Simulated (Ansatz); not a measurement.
What biaxial strain +0.48 %, plane normal [001], relaxed out of plane does to hypothetical cubic perovskite RbHgI3

Consider RbHgI$_{3}$ in the cubic perovskite structure (space group Pm-3m, No. 221; a = 6.0524 Å; a hypothetical phase, not in the database extracts checked). Axes: x, y, z lie along the cube axes.

Now apply this change: biaxial strain +0.48 %, plane normal [001], relaxed out of plane (Cartesian); in-plane vectors clamped, the third vector and the atoms free.

Calculations: Ansatz (a first-principles code) PBE, no spin-orbit coupling. Γ-centred 8×8×8 mesh, Fermi–Dirac width 0.05 eV.

The volume per atom grows by 0.24 Å³ to 44.58 Å³ and the space group becomes P4/mmm (No. 123) (base: Pm-3m (No. 221)). The shortest interatomic distance falls by 0.0126 Å, from 3.026 Å to 3.014 Å and the energy hardly moves. The pressure (mean of the normal stresses, compression positive) hardly moves (0.0 GPa against -0.1 GPa) and the band gap stays zero. The out-of-plane strain is -0.42 % (rough) and the mean in-plane stress (compression positive) comes out as -0.1 GPa (rough).

Cost of the whole job for the changed cell (relaxation, final SCF and bands): around 120 core-seconds (rough).

Without a gap, meshes like the base's 8×8×8 leave anisotropic stresses uncertain by several tenths of a GPa, and small strain energies with them. No phonon test of stability was made. The final runs are not spin-polarised. Many cubic perovskites are stable only at high temperature; tilts and polar distortions were not tested. A zero or small gap of RbHgI3 can be the functional's error rather than a property of the material.
